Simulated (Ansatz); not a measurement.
**Several settings converged on LuPt₃ (P4mm, 4 atoms in the cell)**

```xyz
4
Lattice="4.0256 0.0000 0.0000 0.0000 4.0256 0.0000 0.0000 0.0000 4.0256" Properties=species:S:1:pos:R:3 pbc="T T T"
Lu     0.0000     0.0000     0.0500
Pt     0.0000     2.0128     2.0128
Pt     2.0128     0.0000     2.0128
Pt     2.0128     2.0128     0.0000
```

Base method: PBEsol, default PAW files made with PBE (plane waves; Ansatz, an electronic-structure program).

Base settings: basis.ecutwfc = 420 eV; kpoints.mp_grid.grid = 7 7 7; hamiltonian.xc = pbesol; hamiltonian.pseudopotentials = {kind: paw} (the program's default PAW files); scf.occupations.method = fermi_dirac; scf.occupations.width = 0.1 eV.

The count of work is k-points × plane waves × bands × iterations; it is no time. Core times come from one kind of shared machine, to one figure; runs under 30 s give none.

**The cutoff for other potential files**

Level: DFT, PBEsol, plane waves, harder PAW files (source: ansatz) made with PBE.

In this ladder: hamiltonian.pseudopotentials = {kind: paw, source: ansatz}.

The second cell is the first with its lattice scaled by 0.98.

The mesh stays at the base's, so the ladder's end is converged at best in this setting alone.

The first pressure column holds Ansatz's estimate of the finite-basis (Pulay) stress, which hides part of the cutoff error; the other is without it.

Only quantities that move along the ladder and can be compared are tabulated.

```tsv
basis.ecutwfc	free energy less the last step's (meV/atom)	energy of the compressed cell less the first (meV/atom)	pressure (GPa)	pressure without the Pulay estimate (GPa)	largest difference of a force vector from the last step's (eV/Å)	count of work / last	core time / last (rough)
305 eV	18481.23	-61.22	-19.53	-1184.27	0.145	0.12	–
375 eV	2091.10	37.15	0.10	-159.34	0.101	0.14	–
475 eV	77.82	42.62	0.07	-8.71	0.003	0.21	–
580 eV	2.19	42.13	0.06	-0.07	0.000	0.28	–
680 eV	1.46	42.12	0.05	0.04	0.000	0.35	0.5
815 eV	1.12	42.13	0.06	0.05	0.000	0.46	0.4
1020 eV	0.68	42.12	0.06	0.04	0.000	0.65	0.7
1360 eV	0.00	42.11	0.05	-0.01	0.000	1.0	1
```

Coarsest basis.ecutwfc that holds the forces within 0.01 eV/Å of the last step, with all finer ones: 475 eV, at 0.21 of the last step's count of work; the step before is off by 0.10 eV/Å.

Coarsest basis.ecutwfc that holds the pressure within 0.1 GPa of the last step, with all finer ones: 375 eV, at 0.14 of the last step's count of work; the step before is off by 20 GPa.

Coarsest basis.ecutwfc that holds the energy of the compressed cell less the first within 0.2 meV/atom of the last step, with all finer ones: 580 eV, at 0.28 of the last step's count of work; the step before is off by 0.51 meV/atom.

The energy difference between the two cells stays within 1 meV/atom of the last step's from 475 eV on, the total only from 1020 eV on: much of the error is common to both cells and cancels.

At the lowest cutoff the pressure without the Pulay estimate lies 1180 GPa under the last step's, the usual sign of Pulay stress in an incomplete plane-wave basis.

**The relaxed cell against the cutoff**

On LuPt3 (Pm-3m, 4 atoms in the cell): atoms on their sites.

In this ladder: relax = cell and atoms.

The mesh stays at the base's, so the ladder's end is converged at best in this setting alone.

Only quantities that move along the ladder and can be compared are tabulated.

```tsv
basis.ecutwfc	relaxed volume (Å³/atom)	relaxation steps
295 eV	16.348	8
355 eV	16.298	4
420 eV	16.297	4
505 eV	16.297	4
630 eV	16.296	4
840 eV	16.296	4
```

Coarsest basis.ecutwfc that holds the relaxed volume within 0.033 Å³/atom of the last step, with all finer ones: 355 eV; the step before is off by 0.052 Å³/atom.

At the lowest cutoff the cell relaxes to a volume 0.3 % larger than at the highest. Ansatz relaxes on a stress corrected for the finite basis.

On the base run: the starting cell comes from a database of computed structures (which also holds hypothetical and non-ambient phases and stackings), without a prior relaxation at this level. Its lattice was rescaled by up to half a per cent. One atom was moved a little off its site on purpose. Spin polarisation is off.

Left out of this page: 2 runs of the series failed or unconverged.

Keys are those of Ansatz 0.2.
